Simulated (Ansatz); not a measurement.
# Be3P2 (space group P-3m1, No. 164; a hypothetical phase, not in the database extracts checked)

```cif
data_Be3P2
_chemical_formula_sum 'P2 Be3'
_space_group_name_H-M_alt 'P-3m1'
_space_group_IT_number 164
_space_group_name_Hall '-P 3 2"'
_cell_length_a 3.49289
_cell_length_b 3.49289
_cell_length_c 5.73172
_cell_angle_alpha 90.000
_cell_angle_beta 90.000
_cell_angle_gamma 120.000
loop_
_atom_site_label
_atom_site_type_symbol
_atom_site_symmetry_multiplicity
_atom_site_Wyckoff_symbol
_atom_site_fract_x
_atom_site_fract_y
_atom_site_fract_z
_atom_site_occupancy
P1 P 2 d 0.66667 0.33333 0.23620 1
Be1 Be 1 a 0.00000 0.00000 0.00000 1
Be2 Be 2 d 0.33333 0.66667 0.38323 1
```

Computed with Ansatz (an electronic-structure program), PBE, PAW, cutoff 420 eV, no spin-orbit coupling. Γ-centred 15×15×8 mesh, Fermi–Dirac width 0.05 eV.

* **Volume per atom**: 12.11 Å³
* **Density**: 2.44 g/cm³
* **Band gap**: zero
* **Total energy**: -358.057 eV/atom (σ→0; compares only within this code and set-up)

Stability against distortions was not tested. The final runs are not spin-polarised. The zero or small gap of Be3P2 can change with the level of theory.
